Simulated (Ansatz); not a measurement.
**BN under load (space group P6_3mc): band-edge transport data**

Here is the system:

```
CELL_PARAMETERS angstrom
      2.44539     0.00000     0.00000
     -1.22269     2.11777     0.00000
      0.00000     0.00000     4.04988
ATOMIC_POSITIONS crystal
  B  0.33333 0.66667 0.00069
  B  0.66667 0.33333 0.50069
  N  0.33333 0.66667 0.37431
  N  0.66667 0.33333 0.87431
```

The numbers are results of r2SCAN, rigid bands (plane waves, PAW, scalar-relativistic; Ansatz, a quantum-chemistry and plane-wave program), not measurements. Condition of this run: hydrostatic pressure of 54 GPa (compression positive) (the target of the relaxation). Geometry: cell and atoms relaxed with PBEsol, then loaded as said.

```yaml
band_gap: 5.49 eV
electron conductivity mass (300 K, dilute): 0.47 (x), 0.47 (y), 0.28 (z) mₑ
hole conductivity mass (300 K, dilute): 0.80 (x), 0.80 (y), 1.19 (z) mₑ
effective density of states N_c (300 K): 1.3e19 cm⁻³
effective density of states N_v (300 K): 4.5e19 cm⁻³
density_of_states_mass_electrons: 0.64 mₑ
density_of_states_mass_holes: 1.48 mₑ
Seebeck coefficient, n-type 1e19 cm⁻³, 300 K: -241 μV/K
best n-type power factor at 300 K for τ = 10 fs (best axis; densities from 1e16 to 1e21 cm⁻³ tried, whether or not they can be reached): 7.3 μW/(cm·K²) at 3e19 cm⁻³
Seebeck coefficient, p-type 1e19 cm⁻³, 300 K: 344 μV/K
best p-type power factor at 300 K for τ = 10 fs (best axis; densities from 1e16 to 1e21 cm⁻³ tried, whether or not they can be reached): 9.2 μW/(cm·K²) at 1e20 cm⁻³
```

Rigid bands; masses and Seebeck coefficients take one relaxation time τ for all states and one kind of carrier; polarons and phonon drag are left out. Spin-orbit coupling is left out. Geometry: cell and atoms relaxed with PBEsol.
